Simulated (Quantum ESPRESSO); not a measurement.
A working Quantum ESPRESSO input for Mg4AlB10 (P1, 15 atoms in the cell) (DFT, PBEsol, plane waves, GBRV 1.5 ultrasoft (PBESOL) pseudopotentials):

```fortran
&control
 calculation = 'scf'
 prefix = 'scf'
 outdir = './out'
 pseudo_dir = './'
 tprnfor = .true.
 tstress = .true.
/
&system
 ibrav = 0
 nat = 15
 ntyp = 3
 ecutwfc = 40
 ecutrho = 200
 occupations = 'smearing'
 smearing = 'cold'
 degauss = 0.0147
/
&electrons
 conv_thr = 1.0d-9
 mixing_beta = 0.3
/
ATOMIC_SPECIES
Mg    24.3050  mg_pbesol_v1.4.uspp.F.UPF
Al    26.9815  al_pbesol_v1.uspp.F.UPF
B     10.8100  b_pbesol_v1.4.uspp.F.UPF
ATOMIC_POSITIONS crystal
Mg    0.003769000    0.005927000    0.801924000
Mg   -0.000535000   -0.001364000    0.200711000
Mg   -0.022777000    0.011008000    0.602561000
Mg   -0.004737000   -0.004732000    0.400945000
Al    0.013545000   -0.022982000   -0.001886000
B     0.355803000    0.674767000    0.908761000
B     0.661404000    0.335758000    0.089096000
B     0.650372000    0.315978000    0.909074000
B     0.326953000    0.679331000    0.089569000
B     0.345425000    0.681434000    0.702300000
B     0.695695000    0.330003000    0.296435000
B     0.633462000    0.310896000    0.707792000
B     0.321638000    0.670116000    0.294601000
B     0.348006000    0.689594000    0.501099000
B     0.671978000    0.324265000    0.497018000
K_POINTS automatic
7 7 1  0 0 0
CELL_PARAMETERS angstrom
   3.050740000     0.000000000     0.000000000
  -1.525370000     2.642018000     0.000000000
   0.000000000     0.000000000    17.263800000
```

The run converged in 19 iterations: free energy E − TS -7766.5608 eV; Fermi level (on the code's own zero) 9.80 eV; pressure 1.11 GPa; largest force (vector length) 1.693 eV/Å. Each of these slips is then made, one at a time:

(1)
```diff
-/
-&electrons
- conv_thr = 1.0d-9
- mixing_beta = 0.3
```

(2)
```diff
+ nbnd = 37
```

**Question.** Predict the outcome of each change.

**Answer.** 
(1) A required namelist left out. The program stopped before any SCF iteration.
```
Error in routine  read_namelists (1):
bad line in namelist &electrons: "   0.000000000     0.000000000    17.263800000" (error could be in the previous line)
```

(2) Too few bands. The run converged in 22 iterations without an error; against the sound input the free energy rises by 11.0 meV/atom, the pressure goes from 1.11 to 1.37 GPa and the largest force goes from 1.693 to 2.025 eV/Å.

The starting cell comes from a database of computed structures (which also holds hypothetical and non-ambient phases and stackings), without a prior relaxation at this level. Its atoms were displaced at random from the sites of space group no. 191. In the base run, forces exceed 1 eV/Å. Without a gap this mesh is coarse (it stands for a supercell whose shortest vector is 17 Å).

Left out of this page: 2 runs of the series outside the window shown, repeating another row's setting, or not comparable; 1 run of the series stopped by limits of time or memory.
